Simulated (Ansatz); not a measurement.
CrI3: response to strain

Consider CrI3 in the BiI3 type structure (space group R-3, No. 148; ferromagnetic; layered, stacked along the Cartesian z axis).

```
CELL_PARAMETERS angstrom
      3.40891     1.96813     6.49190
     -3.40891     1.96813     6.49190
      0.00000    -3.93627     6.49190
ATOMIC_POSITIONS crystal
  Cr 0.33385 0.33385 0.33385
  Cr 0.66615 0.66615 0.66615
  I  0.07827 0.73183 0.42932
  I  0.42932 0.07827 0.73183
  I  0.73183 0.42932 0.07827
  I  0.92173 0.26817 0.57068
  I  0.57068 0.92173 0.26817
  I  0.26817 0.57068 0.92173
```

Cartesian axes are those of the cell as printed.

Strains are applied to the cell and any free atomic positions relax.

The values are results of plane-wave PAW DFT at the PBE-D3(BJ) level (Ansatz, a program for electronic structure, 420 eV), spin-orbit coupling left out, earlier PAW set, not measurements.

Notes on the quantities. pressure: mean of the normal stresses, compression positive.

| change | band gap | pressure | smallest direct gap |
|---|---|---|---|
| base | 1.09 eV | 0.0 GPa | 1.18 eV |
| isotropic strain +3.43 % | 1.15 eV | -1.4 GPa | 1.22 eV |
| isotropic strain +4.51 % | 1.16 eV | -1.7 GPa | 1.22 eV |
| tensor shear ε_yz = +0.66 % | 1.07 eV | 0.0 GPa | 1.18 eV |

Other magnetic orders, which the real material may have, were not ruled out. Spin-orbit coupling, missing from the scalar runs, can matter with I. No phonon test of stability was made.
